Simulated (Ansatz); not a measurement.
System: ErPt₂ (Fd-3m, No. 227). Method: LDA (Ansatz, a quantum-chemistry and plane-wave program, PAW).

Numerical settings: plane-wave cutoff 520 eV, 12×12×12 k mesh, Fermi–Dirac smearing 0.05 eV, spin-polarised with parallel moments, scalar-relativistic PAW data made under PBE.

Computed at the level's own relaxed cell.

Estimate the lattice constant a and bulk modulus B0 that the calculation returns.


- lattice constant a = 7.513 Å
- bulk modulus B0 = 185 GPa

The run finds no gap.

Note: the magnetic order was assumed, not searched for or taken from measurement; the 4f shell is treated without U or exact exchange, so its levels and filling can be wrong; the bulk modulus is −V dP/dV from two relaxed cells at ±2 % in volume.

Spin–orbit coupling is not included.

Computed values are for the static lattice.
